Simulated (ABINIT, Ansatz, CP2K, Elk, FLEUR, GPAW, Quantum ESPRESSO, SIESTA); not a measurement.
## BaHfO3 (Pm-3m, 5 atoms in the cell) computed with different codes at matched settings

Self-consistent single point, at a second geometry (lattice scaled by 0.98). First geometry:

```
BaHfO3
1.0
    4.12246     0.00000     0.00000
    0.00000     4.12246     0.00000
    0.00000     0.00000     4.12246
Ba Hf O
1 1 3
Direct
  0.00000   0.00000   0.00000
  0.50000   0.50000   0.50000
  0.50000   0.00000   0.50000
  0.00000   0.50000   0.50000
  0.50000   0.50000   0.00000
```

Shared settings, as Ansatz (a quantum-chemistry and plane-wave program) writes them: kpoints.mp_grid.grid = 6 6 6; scf.occupations.method = fermi_dirac; scf.occupations.width = 0.02 eV. Potentials and cutoffs stand in the table.

```csv
code,model,ΔF from the first geometry (meV/atom),pressure (GPa),gap on the mesh (eV),cutoff
ABINIT,"PBE, PAW (JTH v2.0 PBE PAW)",87.7,24.02,3.767,24 Ha
Elk,"PBE, all-electron FP-LAPW, Elk's shipped species files, default APW+lo basis",–,–,3.761,rgkmax 7
SIESTA,"GGA PBE, numerical atomic orbitals DZP, PseudoDojo PBE standard norm-conserving potentials (rewritten from UPF to PSML)",94.4,26.02,3.793,grid 400 Ry
CP2K,"PBE, GPW, DZVP-MOLOPT-SR-GTH basis, GTH-PBE potentials (GTH_POTENTIALS)",74.5,21.60,3.737,grid 500 Ry
Ansatz,"PBE, default PAW files",88.7,23.95,3.773,420 eV
GPAW,"PBE, GPAW PAW datasets PBE (gpaw-data 1.0.1)",98.0,–,3.766,900 eV
Quantum ESPRESSO,"PBE, PSlibrary PAW (PBE) pseudopotentials",66.1,19.35,3.845,55 Ry
FLEUR,"PBE, all-electron FLAPW (FLEUR), scalar-relativistic valence",86.0,–,3.788,Kmax 4.7 1/bohr
```

A dash marks a value that a program does not give, or that is left out as unsure.

Gaps are read on the mesh.

On Ansatz's run: spin-orbit coupling is off.

The spread over the programs that give each value: ΔF from the first geometry within 31.9 meV/atom; pressure within 6.67 GPa; gap on the mesh within 0.108 eV.

SIESTA and CP2K use small atom-centred bases, whose incompleteness enters pressures, forces and empty levels differently from a plane-wave cutoff. Elk and FLEUR treat all electrons, but the usual bases taken here (sphere radii, linearisation, local orbitals, empty states) were not tested for convergence, so the values are no reference for the others. Ansatz's pressure is given at a fixed set of plane waves, as the other plane-wave codes print theirs; with its correction for the finite basis it is 24.50 GPa (the shift of 0.55 GPa shows how far the cutoff is from converged). The pressure of GPAW is left out: its cutoff lies under the one at which its stress was checked. In the pressure, SIESTA (by 2.07), CP2K (by 2.35) and Quantum ESPRESSO (by 4.60) lie more than 1 GPa from the median of the plane-wave programs.

The starting cell has typed, rounded lattice constants, without a prior relaxation at this level. Its lattice was rescaled by a random factor within 2.5 % of one. For this run, on top of that: lattice scaled by 0.98.

Keys are those of Ansatz 0.2.
